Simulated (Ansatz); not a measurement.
**N on the 1x1 (100) surface of monoclinic HfO2 (cut with top plane 2 O), one in a 1x1 cell, started at the site 'top O'**

Host crystal: monoclinic HfO2, with a band gap (PBE, scalar-relativistic without spin-orbit coupling).

Computed with PBE (plane waves to 420 eV, PAW; Ansatz, a quantum-chemistry and plane-wave program).

Model: 25-atom slab, 9.3 Å thick at the start under the adsorbate (thin: gaps and levels are the slab's own), 4x4x1 mesh, Fermi-Dirac 0.01 eV, dipole correction, 12 atoms held, the rest relaxed; no symmetry held; spin-polarised, ending with about 1.0 μB a cell; orders that need a larger cell were not tried, no spin-orbit, no U, no dispersion correction. At the end it is bonded to Hf + O. In PBE it is, or lies within 0.03 eV of, the lowest of the starts that converged.

```json
{
  "energy of the end state, in which the adsorbate paired with a surface O atom, against ½ N2(g)": "3.50 eV",
  "gap_of_the_slab_on_its_k_mesh": "1.44 eV",
  "highest_filled_level_below_the_top_vacuum_level": "6.27 eV",
  "change_of_the_step_from_the_bottom_to_the_top_vacuum_level_against_the_clean_slab": "0.29 eV",
  "energy_released_by_relaxation": "2.22 eV",
  "height of the binding atom over the mean of the host atoms within 0.3 Å of the top one": "38.9 pm",
  "magnetic_moment_of_the_cell": "1.00 μB",
  "largest_move_of_a_host_atom": "0.41 Å",
  "caution": "the clean host was not checked against rearrangement in a larger or rattled cell",
  "note": "in the relaxation the adsorbate left its starting site by 1.6 Å",
  "cost": "very roughly 110 core-minutes"
}
```

A negative adsorption energy means that the adsorbate is more stable on the surface than in its reference.
